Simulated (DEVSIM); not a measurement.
Device: Si/Ge p-n heterojunction, at 350 K.

Layer 1 from the left is Si, thickness (μm) 0.250, Na (cm⁻³) 3.3e17, τn (s) 4.2e-6, τp (s) 4.2e-6. Layer 2 from the left is Ge, thickness (μm) 1.60, Nd (cm⁻³) 3.3e16, τn (s) 4.2e-6, τp (s) 4.2e-6.

Left contact: ohmic. Right contact: ohmic. Voltage is applied to the left contact. Recombination: SRH at mid-gap, radiative. Mobility is μmin + (μ − μmin)/(1 + (N/Nref)^α).

The device is made up for the run: typed textbook-type constants, with dimensions and the other settings drawn at random. Values at 300 K; Nc and Nv go as T^1.5, mobilities as T to minus their exponent, the gap by Varshni's rule with the affinity fixed.

Si: gap (eV) 1.124, affinity (eV) 4.05, permittivity 11.7, Nc (cm⁻³) 2.86e19, Nv (cm⁻³) 3.1e19, μn (cm²/Vs) 1417, μp (cm²/Vs) 470, μn,min 52, μp,min 45, Nref,n 9.7e16, Nref,p 2.2e17, αn 0.68, αp 0.72, T exponent of μn 2.3, T exponent of μp 2.2, B (cm³/s) 4.7e-15, Varshni α (eV/K) 0.000473, Varshni β (K) 636. Ge: gap (eV) 0.664, affinity (eV) 4, permittivity 16, Nc (cm⁻³) 1.04e19, Nv (cm⁻³) 6e18, μn (cm²/Vs) 3900, μp (cm²/Vs) 1900, μn,min 150, μp,min 100, Nref,n 2.6e17, Nref,p 4e17, αn 0.56, αp 0.6, T exponent of μn 1.66, T exponent of μp 2.33, B (cm³/s) 6.4e-14, Varshni α (eV/K) 0.000477, Varshni β (K) 235.

DEVSIM, 1D drift-diffusion, Boltzmann statistics, complete ionisation; no tunnelling, impact ionisation, image-force lowering or self-heating. Band offsets follow the typed affinities; no thermionic-emission limit at abrupt steps, no polarisation charge.

What does the simulation give for the largest field in the device at zero bias, the potential step across the device at zero bias, the dark forward voltage at 100 A/cm², the dark forward voltage at 1 A/cm²?

largest field in the device at zero bias 200000 V/cm; potential step across the device at zero bias 0.836 V; dark forward voltage at 100 A/cm² 0.356 V; dark forward voltage at 1 A/cm² 0.099 V.
